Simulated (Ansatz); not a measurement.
Consider Ba in the bcc (W type) structure (space group Im-3m, No. 229).

```xyz
1
Lattice="-2.5106 2.5106 2.5106 2.5106 -2.5106 2.5106 2.5106 2.5106 -2.5106" Properties=species:S:1:pos:R:3 pbc="T T T"
Ba     0.0000     0.0000     0.0000
```

The other end (x = 1) is Cs in the bcc (W type) structure (space group Im-3m, No. 229): 116.73 Å³/atom, gap zero.

Calculations: Kohn–Sham DFT with the PBE functional, run in Ansatz (a program for electronic structure) with PAW and 420 eV plane waves, no spin-orbit coupling.

Cs replaces a fraction x of Ba; each row is one arrangement (x, atoms in the cell, starting space group or random), fully relaxed.

One change was made to it. Results:

```tsv
quantity	base	after
deviation of the volume from the linear (Vegard-type) interpolation	–	-6.5 %
mixing energy (to 0.01 eV only: unlike meshes or grids)	–	+0.10 eV/atom
```

Question: Which change produced these results?
A. x(Cs) = 0.5, 4 atoms, Cmme
B. x(Cs) = 0.75, 4 atoms, Cmmm
C. x(Cs) = 0.5, 2 atoms, Cmmm

Answer: B, x(Cs) = 0.75, 4 atoms, Cmmm. For comparison, the deviation of the volume from the linear in the other runs: x(Cs) = 0.5, 4 atoms, Cmme gives -8.1 %; x(Cs) = 0.5, 2 atoms, Cmmm gives -9.0 %.

Each cell is one ordered arrangement of few atoms, which overstates ordering effects compared with a random alloy. Whether these cells are dynamically stable was not tested. The base started in Cmcm and relaxed to Im-3m at this level. All final runs are without spin polarisation. An odd electron count without spin: Cs3Ba and CsBa.
